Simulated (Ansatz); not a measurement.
## Carrier properties of BeSe under load (space group I-4m2)

Here is the system:

```
CELL_PARAMETERS angstrom
      0.00000     2.58301     2.54911
      2.58301     0.00000     2.54911
      2.58301     2.58301     0.00000
ATOMIC_POSITIONS crystal
  Be 0.00000 0.00000 0.00000
  Se 0.25000 0.25000 0.25000
```

The numbers are results of PBEsol with spin-orbit coupling, rigid bands (plane waves, PAW; Ansatz, a quantum-chemistry and plane-wave program), not measurements. Condition of this run: biaxial stress xx = yy = -1 GPa (compression positive) (the target of the relaxation). Cell: cell and atoms relaxed with PBEsol, then loaded as said.

- band gap: 2.26 eV
- electron conductivity mass (300 K, dilute): 0.28 (x), 0.28 (y), 0.75 (z) mₑ
- hole conductivity mass (300 K, dilute): 0.60 (x), 0.60 (y), 0.55 (z) mₑ
- effective density of states N_c (300 K): 6.9e18 cm⁻³
- effective density of states N_v (300 K): 1.1e19 cm⁻³
- density-of-states mass, electrons: 0.42 mₑ
- density-of-states mass, holes: 0.59 mₑ
- Seebeck coefficient, n-type 1e19 cm⁻³, 300 K: -223 μV/K
- best n-type power factor at 300 K for τ = 10 fs (best axis; densities from 1e16 to 1e21 cm⁻³ tried, whether or not they can be reached): 8.0 μW/(cm·K²) at 1e20 cm⁻³
- Seebeck coefficient, p-type 1e19 cm⁻³, 300 K: 277 μV/K
- best p-type power factor at 300 K for τ = 10 fs (best axis; densities from 1e16 to 1e21 cm⁻³ tried, whether or not they can be reached): 7.5 μW/(cm·K²) at 3e20 cm⁻³

Rigid bands; masses and Seebeck coefficients take one relaxation time τ for all states and one kind of carrier; polarons and phonon drag are left out.
